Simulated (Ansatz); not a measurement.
An Ansatz (a program for electronic structure) input (Ansatz, LDA, PAW, cutoff 420 eV, no spin-orbit coupling):

Ansatz 0.2 input:
```yaml
crystal:
  lattice:
    - [0, 2.6821714294, 2.6821714294]
    - [2.6821714294, 0, 2.6821714294]
    - [2.6821714294, 2.6821714294, 0]
  atoms:
    - { symbol: Mg, position: [0, 0, 0] }
    - { symbol: Se, position: [0.5, 0.5, 0.5] }
basis: { ecutwfc: 420, ecutrho_ratio: 4, xc_grid: 2, fft_grid_basis: typed }
kpoints: { mp_grid: { grid: [11, 11, 11] } }
hamiltonian:
  xc: lda
  dispersion: none
  pseudopotentials: { kind: paw }
scf: { occupations: { method: fermi_dirac, width: 0.05 }, convergence: { dr2_threshold: 0.0000000002 } }
relax: { f_tol: 0.005, max_steps: 50 }
output: { forces: true, stress: true }
checkpoint: { write: state.ck, write_every: 1000 }
```

**Question.** Which symmetry and how many k-points will the program report, and about how many plane waves at Γ?

**Answer.** Space group Fm-3m (ITA 225) with 48 operations, k-points 56 of 1331, and 749 plane waves at Γ.

**Question.** And the final pressure?

**Answer.** 1.07 GPa (compression positive).

The cells carry an imposed strain or load. Stability against distortions was not tested. The cell was made from MgSe in the rock salt structure (space group Fm-3m, No. 225) by this change: isotropic strain −0.50 %.
